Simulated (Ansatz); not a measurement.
A self-consistent single point of NiTe2 (P3m1, 3 atoms in the cell) with Ansatz (a quantum-chemistry and plane-wave program).

Computed with PBEsol, default PAW files made with PBE (plane waves; Ansatz).

```xyz
3
Lattice="3.8867 0.0000 0.0000 -1.9434 3.3660 0.0000 0.0000 0.0000 5.3887" Properties=species:S:1:pos:R:3 pbc="T T T"
Ni     0.0000     0.0000     0.0500
Te     0.0000     2.2440     1.3036
Te     1.9434     1.1220     4.0850
```

Reference input (self-consistent single point, DFT, PBEsol, plane waves, default PAW files made with PBE): basis.ecutwfc = 420 eV; kpoints.mp_grid.grid = 10 10 6; hamiltonian.xc = pbesol; hamiltonian.pseudopotentials = {kind: paw} (the program's default PAW files); scf.occupations.method = gaussian; scf.occupations.width = 0.1 eV. This run's input differs from it in these lines:

Ansatz 0.2 input:
```diff
@@ -12,3 +12,3 @@
 kpoints:
-  mp_grid: { grid: [10, 10, 6] }
+  mp_grid: { grid: [16, 16, 10] }
 hamiltonian:
@@ -17,3 +17,3 @@
 scf:
-  occupations: { method: gaussian, width: 0.1 eV }
+  occupations: { method: fermi_dirac, width: 0.1 eV }
 output:
```

Log, with long lists cut:

```
SCF iter   1: F=—  HF=-19608.750870 eV  |F-HF|=—  |Δ(HF+E_count)|=         —  Δρ=1.67e-2  dr2=1.43e-1  ethr=1.77e-3  ⟨swp⟩=6.1  Hψ=33450  notcnv=0
all-band conjugate gradients solve this SCF's bands
preconditioner: auto → LDOS
SCF iter   2: F=—  HF=-19608.753237 eV  |F-HF|=—  |Δ(HF+E_count)|=   2.37e-3  Δρ=1.63e-2  dr2=1.07e-1  ethr=2.86e-4  ⟨swp⟩=2.0  Hψ=13399  notcnv=0
SCF iter   3: F=—  HF=-19608.738883 eV  |F-HF|=—  |Δ(HF+E_count)|=   1.44e-2  Δρ=1.60e-3  dr2=7.93e-4  ethr=2.13e-4  ⟨swp⟩=2.0  Hψ=10483  notcnv=0
SCF iter   4: F=—  HF=-19608.738877 eV  |F-HF|=—  |Δ(HF+E_count)|=   6.57e-6  Δρ=4.14e-4  dr2=9.92e-5  ethr=1.59e-6  ⟨swp⟩=2.0  Hψ=14510  notcnv=0
SCF iter   5: F=—  HF=-19608.738863 eV  |F-HF|=—  |Δ(HF+E_count)|=   1.33e-5  Δρ=8.91e-5  dr2=3.52e-6  ethr=1.98e-7  ⟨swp⟩=2.0  Hψ=13433  notcnv=0
SCF iter   6: F=—  HF=-19608.738864 eV  |F-HF|=—  |Δ(HF+E_count)|=   7.89e-7  Δρ=2.50e-5  dr2=5.06e-7  ethr=7.04e-9  ⟨swp⟩=2.0  Hψ=13347  notcnv=0
SCF iter   7: F=-19608.738864 eV  HF=-19608.738864 eV  |F-HF|=3.74e-8  |Δ(HF+E_count)|=   1.30e-8  Δρ=9.85e-6  dr2=5.66e-8  ethr=2.00e-10  ⟨swp⟩=6.4  Hψ=37186  notcnv=0
SCF 1 converged in 7 iterations: F = -19608.738864 eV  dr2 = 5.66e-8
Free energy (F): -19608.738864 eV
Internal energy: -19608.682936 eV  (E = F + TS)
E sigma→0 (E₀):  -19608.710900 eV
Entropy (-TS):   -0.055928 eV (-18.643 meV/atom)
Fermi energy:    11.616392 eV
--- Forces (eV/Å), atoms counted from 1 ---
  atom   1  Ni    -0.00000000    -0.00000000    -0.34497813
  atom   2  Te     0.00000000     0.00000000     0.04515732
  atom   3  Te     0.00000000    -0.00000000     0.29982059
--- Stress (GPa, compression-positive) ---
       -3.949652       0.000000      -0.000000
        0.000000      -3.949652      -0.000000
       -0.000000      -0.000000      -3.801931
  P = ⅓ Tr σ = -3.9004 GPa (-39.004 kbar)
  The stress holds the Pulay correction. Without it, at fixed plane waves, as pw.x and ABINIT print it: P = -3.9362 GPa
```

The run converged in 7 iterations. Against the reference run the free energy drops by 9.1 meV/atom, the pressure moves little (-3.96 to -3.90 GPa) and the largest force moves little (0.350 to 0.345 eV/Å).

The starting cell comes from a database of computed structures (which also holds hypothetical and non-ambient phases and stackings), without a prior relaxation at this level. Its lattice was rescaled by up to half a per cent. One atom was moved a little off its site on purpose. Spin-orbit coupling is off. Spin polarisation is off, so a magnetic state, if there is one, cannot be reached. With a pressure of about -4 GPa the cell is away from its equilibrium volume at this level. Ansatz's pressure includes its estimate of the finite-basis (Pulay) stress.

Cost on one core of a shared machine: roughly 40 s.
